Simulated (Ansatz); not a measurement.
We consider C11b MoSi₂, described by BLYP (plane waves, PAW; Ansatz, a first-principles code).

Numerical settings: plane-wave cutoff 520 eV, 24×24×24 k mesh, Fermi–Dirac smearing 0.05 eV, no spin polarisation, scalar-relativistic PAW data made under PBE.

Cell (relaxed at this level):

```xyz
3
Lattice="-1.6386 1.6386 3.9808 1.6386 -1.6386 3.9808 1.6386 1.6386 -3.9808" Properties=species:S:1:pos:R:3 pbc="T T T"
Si     0.0000     0.0000     5.2825
Si     0.0000     0.0000     2.6790
Mo     0.0000     0.0000     0.0000
```

**Question.** What does this level give for the bulk modulus and pressure derivative B′ of the bulk modulus?

**Answer.** 
- bulk modulus: 169 GPa
- pressure derivative B′ of the bulk modulus: 4.7

The run finds no gap.

Measured, for comparison: bulk modulus 222 ± 2 GPa (room temperature, no zero-point or thermal correction, B' = 4; as tabulated in Structural stability of MoSi2 and Mo5Si3 under high pressure, Chin. Phys. B 26 …). Computed (rounded) less measured: bulk modulus -24 %.

Note: the bulk modulus comes from volumes at which shape and atoms were relaxed.

Static lattice: no zero-point or thermal effects.

The result took very roughly 19 core-minutes.
